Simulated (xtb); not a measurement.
xtb 6.7.1, GFN2-xTB: Ti(H)2(OSiH3)2 ([SiH3][O][TiH2][O][SiH3]), 13 atoms. The geometry is a generated start, not checked to be a minimum at this level.

| Property | Value |
|---|---|
| method | GFN2-xTB |
| --acc | 1 (default) |
| --etemp (K) | 300 (default) |
| detailed input (--input) | none: ANC optimiser, Lindh (1995) Hessian, microcycle=20, maxdispl=1.0, hlow=0.01 (default) |
| basis functions | 46 |
| valence electrons | 32 |

```xyz
13

Ti    -0.0959     1.3273     0.2433
H     -0.6302     1.8631     1.7129
H      0.3491     2.5106    -0.8246
O      1.2826     0.3049     0.5092
Si     2.5506    -0.6161     0.8813
H      3.2050    -0.0166     2.0597
H      3.4559    -0.6245    -0.2815
H      2.0554    -1.9750     1.1741
O     -1.3888     0.4147    -0.4715
Si    -2.4700    -0.5884    -1.1160
H     -1.7540    -1.8108    -1.5405
H     -3.0827     0.0997    -2.2645
H     -3.4770    -0.8891    -0.0819
```

Charge 0 and multiplicity 1 are set for this test and not shown to be the ground state.

The structure is relaxed from this start with --opt LEVEL for the levels crude, sloppy, loose, lax, normal, tight, vtight, extreme, once each. Up to the end of the extreme run atoms move by at most 1.3 Å along an axis.

Q: Choose the cheapest level whose final energy lies within 5 meV of that of extreme.

A: normal: 42 cycles against 74, ending 0.89 meV above.

```
level    cycles  energy above the extreme run (meV)  gradient norm (eV/Å)
-------  ------  ----------------------------------  --------------------
crude         1                                  56                  0.10
sloppy        1                                  56                  0.10
loose         1                                  56                  0.10
lax           1                                  56                  0.10
normal       42                                0.89                 0.051
tight        56                               0.056                 0.010
vtight       58                               0.049                0.0025
extreme      74                                   —                0.0019
```
